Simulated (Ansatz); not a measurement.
# Nb, response to strain

The reference is Nb in the bcc (W type) structure (space group Im-3m, No. 229; relaxed with 0.1 eV smearing).

Nb has the cubic space group Im-3m (No. 229), the bcc (W type) structure, Pearson symbol cI2. Conventional cell: a = b = c = 3.311 Å, α = β = γ = 90.00°. Nb on 2a sees 8 Nb at 2.868 Å and 6 Nb at 3.311 Å. (Neighbours: up to the widest gap in distance over summed covalent radii, below 1.35, at either atom.)
(The calculation used a cell of 1 atom; values per cell refer to that cell.)

Strains are applied to the cell and any free atomic positions relax.

The values are results of Ansatz (an electronic-structure program), PBE, PAW, cutoff 420 eV, no SOC, not measurements.

Notes on the quantities. energy relative to the base: free energy F.

```json
[
 {"isotropic strain (%)": "-5.1", "energy relative to the base (meV/atom)": "257.4"},
 {"isotropic strain (%)": "-4.91", "energy relative to the base (meV/atom)": "237.3"},
 {"isotropic strain (%)": "-0.82", "energy relative to the base (meV/atom)": "?"},
 {"isotropic strain (%)": "0", "energy relative to the base (meV/atom)": "0.0"},
 {"isotropic strain (%)": "5.56", "energy relative to the base (meV/atom)": "229.4"}
]
```

**Question.** Fit ΔE = Aε² + Bε³ (ε in %) to the rows shown and predict the withheld row.

**Answer.** Least squares on the printed values gives A = 8.71 and B = -0.23 meV/atom (largest residual 0.1 meV/atom); this predicts 6.0 meV/atom, and the run gives 5.9 meV/atom, in agreement.

No phonon test of stability was made. The final runs are not spin-polarised.
